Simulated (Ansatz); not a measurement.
## Si (space group P6_3/mmc, No. 194; a cell from a computed database, its experimental status unchecked)

```cif
data_Si4
_chemical_formula_sum 'Si4'
_space_group_name_H-M_alt 'P 1'
_space_group_IT_number 1
_cell_length_a 3.83200
_cell_length_b 3.83200
_cell_length_c 6.34165
_cell_angle_alpha 90.000
_cell_angle_beta 90.000
_cell_angle_gamma 120.000
loop_
_space_group_symop_operation_xyz
  'x, y, z'
loop_
_atom_site_label
_atom_site_type_symbol
_atom_site_fract_x
_atom_site_fract_y
_atom_site_fract_z
_atom_site_occupancy
Si1 Si 0.33333 0.66667 0.06308 1
Si2 Si 0.66667 0.33333 0.93692 1
Si3 Si 0.66667 0.33333 0.56308 1
Si4 Si 0.33333 0.66667 0.43692 1
```

Method: r2SCAN (Ansatz, a first-principles code; PAW; 500 eV plane waves; no spin-orbit coupling), earlier PAW set. k-mesh 10×10×5 (Γ-centred); smearing 0.05 eV (Fermi–Dirac).

- Volume per atom = 20.16 Å³
- Density = 2.31 g/cm³
- Band gap = 0.61 eV, indirect, Γ → M
- Lowest conduction-band minima above the VBM = M (1/2, 0, 0) 0.61 eV; K (1/3, 1/3, 0) 0.98 eV; Γ 1.36 eV
- Total energy = -639.053 eV/atom (σ→0; compares only within this code and set-up)

Stability against distortions was not tested. This is not the structure that Si has at room temperature and ambient pressure.
